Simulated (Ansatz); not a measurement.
Cu interstitial in alpha quartz (start: void with 4O nearest, no. 2; 72-site cell, 2×2×2 Γ-centred sampling). Level of theory: PBE, PAW (plane waves to 420 eV; Ansatz, a program for electronic structure). Total energies of the localised charge states, counted from that of charge +2, and their image corrections (point charge with alignment); the host's valence-band maximum lies at 1.990 eV on the cells' energy zero and its gap is 5.68 eV.

| charge | moment (μB) | E − E(first) (eV) | correction (eV) |
|---|---|---|---|
| +2 | 1.0 | 0.000 | 1.971 |
| +1 | not spin-polarised | 3.506 | 0.643 |
| 0 | 1.0 | 11.011 | 0.000 |

Question: Derive the transition levels above the valence-band maximum and say which of them are thermodynamic.

Answer: A level is the Fermi energy at which two charges have equal formation energy: ε(q/q′) = [E(q′) + corr(q′) − E(q) − corr(q)] / (q − q′) − E_VBM.
ε(+2/+1) = [(3.506 + 0.643) − (0.000 + 1.971)] / 1 − 1.990 = 0.19 eV
ε(+1/0) = [(11.011 + 0.000) − (3.506 + 0.643)] / 1 − 1.990 = 4.87 eV
Thermodynamic levels at least 0.1 eV inside the gap: (+2/+1) at 0.19 eV; (+1/0) at 4.87 eV. Corrections reach 1.97 eV, so the outer levels may be off by several tenths of an eV. Only the charges listed were compared. The geometries come from one start. Flagged in the runs: a host whose relaxation on this sampling wasn't shown to rest, a strain field that reaches the edge of the cell.
